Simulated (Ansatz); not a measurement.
The parent structure is GaN in the wurtzite structure (space group P6_3mc, No. 186; a = 3.1518 Å, c = 5.1383 Å). Axes: x lies along a and z along c of the hexagonal cell.

Calculations: DFT with LDA, PAW potentials and a 420 eV plane-wave cutoff in Ansatz (a program for electronic structure), no spin-orbit coupling.

Now apply this change: uniaxial strain ε_xx = +0.60 %, all other strain components held at zero; the atoms relax in the strained cell.

### Question
How does this affect the stress?

### Answer
The stress (xx, yy, zz, yz, xz, xy; compression positive) is (-2.17, -0.82, -0.59, 0.00, 0.00, 0.00) GPa.

Whether these cells are dynamically stable was not tested.
